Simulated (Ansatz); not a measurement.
## Thickness series in hypothetical CdI2 type SiO2

Start from SiO2 in the CdI2 type structure (space group P-3m1, No. 164; a = 2.6865 Å, c = 4.6012 Å; a hypothetical phase, not in the database extracts checked; layered, stacked along the Cartesian z axis).

Free-standing slabs (3 atom(s) a layer) normal to the stacking axis with 15 Å of vacuum; in-plane cell relaxed.

Levels (all Ansatz, a quantum-chemistry and plane-wave program, PAW): PBE-D3(BJ) (420 eV, no spin-orbit coupling); r2SCAN+rVV10 (500 eV, spin-orbit coupling left out).

The base cell above is that of PBE-D3(BJ); each level relaxes its own structures.

```json
[
 {"case": "1 layer", "smallest direct gap, PBE-D3(BJ)": "7.29 eV", "smallest direct gap, r2SCAN+rVV10": "8.53 eV"},
 {"case": "2 layers", "smallest direct gap, PBE-D3(BJ)": "6.85 eV", "smallest direct gap, r2SCAN+rVV10": "8.02 eV"},
 {"case": "3 layers", "smallest direct gap, PBE-D3(BJ)": "6.67 eV", "smallest direct gap, r2SCAN+rVV10": "7.80 eV"}
]
```

PBE-D3(BJ) lies below r2SCAN+rVV10 in every row, by 1.13 eV to 1.24 eV. They put the cases in the same order.

Stability against distortions was not tested.
